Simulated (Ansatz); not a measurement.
CsPbCl3 (Amm2, No. 38, 10 atoms in the cell; start mp-1539667) was calculated with dielectric-dependent PBEsol hybrid (Ansatz, a first-principles code, PAW).

Run with plane-wave cutoff 460 eV, 4×4×4 k mesh, Fermi–Dirac smearing 0.01 eV, scalar-relativistic PAW data made under PBE.

Cell (relaxed with PBEsol):

Space group Amm2 (No. 38); a = 5.689 Å, b = 11.001 Å, c = 11.013 Å, α = β = γ = 90.00°

| atom | site | symmetry | x | y | z |
|---|---|---|---|---|---|
| Cs | 2b | mm2 | 0.5000 | 0.5000 | 0.0140 |
| Cs | 2b | mm2 | 0.5000 | 0.5000 | 0.4832 |
| Pb | 4d | m.. | 0.0000 | 0.2470 | 0.2573 |
| Cl | 4d | m.. | 0.0000 | 0.1873 | 0.0066 |
| Cl | 4e | m.. | 0.5000 | 0.2545 | 0.2567 |
| Cl | 2a | mm2 | 0.0000 | 0.0000 | 0.7038 |
| Cl | 2a | mm2 | 0.0000 | 0.0000 | 0.3298 |
(The calculation used a cell of 10 atoms; values per cell refer to that cell.)

Q: Predict the band gap and direct gap at Γ.

A: 
- band gap = 3.53 eV (on the SCF k mesh)
- direct gap at Γ = 5.14 eV

Spin–orbit coupling is not included; with these elements it can move the gap by several tenths of an eV or more.

Static lattice: no zero-point or thermal effects.

A start named mp-… is a Materials Project structure, which need not be a measured phase.
